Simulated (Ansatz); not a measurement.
Defect migration in fcc Rh: Ti-vacancy pair (Ti on one host Rh site, one Rh site vacant), neutral cell. These are PBE, PAW (plane waves to 420 eV; Ansatz, a first-principles code) values and carry that method's errors.

Settings: 32 host sites, the relaxed PBE lattice, a 2×2×2 k-point mesh shifted by half a step, smearing 0.10 eV, spin-restricted, no image-charge correction. No zero-point or tunnelling terms. Forms of the defect that were not tried may lie lower.

Barriers: single points on a 4×4×4 k-point mesh shifted by half a step at the bands' geometries (they differ from the bands' own by up to 0.18 eV, and are uncertain by about as much).

The step: Ti and the vacancy change places (Ti-vacancy distance between ideal sites 2.71 Å throughout). Atoms about the jump, Cartesian Å from the middle of the jump, before and after:

```
atom     x0     y0     z0     x1     y1     z1
----  -----  -----  -----  -----  -----  -----
Ti1    0.00  -0.89  -0.89   0.00   0.89   0.89
Rh2    1.91   0.95  -0.95   1.91   0.95  -0.95
Rh3   -1.91   0.95  -0.95  -1.91   0.95  -0.95
Rh4    1.91  -0.95   0.96   1.91  -0.96   0.95
Rh5   -1.91  -0.95   0.96  -1.91  -0.96   0.95
Rh6    0.00   0.96  -2.87   0.00   0.94  -2.86
Rh7    0.00   2.86  -0.94   0.00   2.87  -0.96
Rh8    0.00  -2.87   0.96   0.00  -2.86   0.94
Rh9    0.00  -0.94   2.86   0.00  -0.96   2.87
Rh10   1.91  -0.96  -2.87   1.91  -0.96  -2.86
Rh11   1.91   2.86   0.96   1.91   2.87   0.96
Rh12  -1.90   2.86   0.96  -1.90   2.87   0.96
Rh13  -1.90  -0.96  -2.87  -1.90  -0.96  -2.86
Rh14   1.91   0.96   2.86   1.91   0.96   2.87
Rh15   1.91  -2.87  -0.96   1.91  -2.86  -0.96
Rh16  -1.90   0.96   2.86  -1.90   0.96   2.87
Rh17  -1.90  -2.87  -0.96  -1.90  -2.86  -0.96
```

Problem. Give the saddle-point geometry and the barrier.

Solution. 
```tsv
atom	x	y	z
Ti1	0.00	0.00	-0.01
Rh2	2.01	0.98	-0.99
Rh3	-2.00	0.98	-0.99
Rh4	2.01	-0.98	0.97
Rh5	-2.00	-0.98	0.97
Rh6	0.00	0.94	-2.87
Rh7	0.00	2.86	-0.95
Rh8	0.00	-2.87	0.93
Rh9	0.00	-0.95	2.85
Rh10	1.89	-0.97	-2.86
Rh11	1.89	2.85	0.95
Rh12	-1.89	2.85	0.95
Rh13	-1.89	-0.97	-2.86
Rh14	1.89	0.96	2.84
Rh15	1.89	-2.86	-0.97
Rh16	-1.89	0.96	2.84
Rh17	-1.89	-2.86	-0.97
```
It lies 1.04 eV above the start and 1.04 eV above the end. The saddle point's order was not checked, and it lies on a symmetry element of the cell, where a band can be held.
